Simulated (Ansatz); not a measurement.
Start from CdS in the zinc blende structure (space group F-43m, No. 216; a = 5.824 Å).

Structures relaxed with DFT with PBEsol, PAW potentials and a 420 eV plane-wave cutoff in Ansatz (a program for electronic structure), no spin-orbit coupling.

Base:

Simulated powder pattern, Co Kα, λ = 1.79026 Å (kinematic, ideal powder, no thermal factors, no anomalous dispersion; the 14 strongest lines at most, above 2 %, up to 2θ = 90°):

```
2θ (°)  I/Imax (%)    hkl
------  ----------  -----
30.88          100  (111)
35.80           23  (200)
51.53           54  (220)
61.29           42  (311)
64.33          6.0  (222)
75.87          8.5  (400)
84.12           18  (331)
86.84          8.0  (420)
```

After one change:

Simulated powder pattern, Co Kα, λ = 1.79026 Å (kinematic, ideal powder, no thermal factors, no anomalous dispersion; the 14 strongest lines at most, above 2 %, up to 2θ = 90°):

```
2θ (°)  I/Imax (%)
------  ----------
30.44          100
35.29           27
50.77           53
60.36           43
63.34          6.6
74.64          8.5
82.70           18
85.35          8.7
```

Task: Which change produced these results?
A) Cd → Zn
B) S → Se
C) S → Si

Result: C, S → Si. Its volume per atom is 25.75 Å³ against 24.70 Å³, and its space group is F-43m (No. 216).

Stability against distortions was not tested. As relaxed here, CdSi is a hypothetical phase, not in the database extracts checked. All final runs are without spin polarisation.
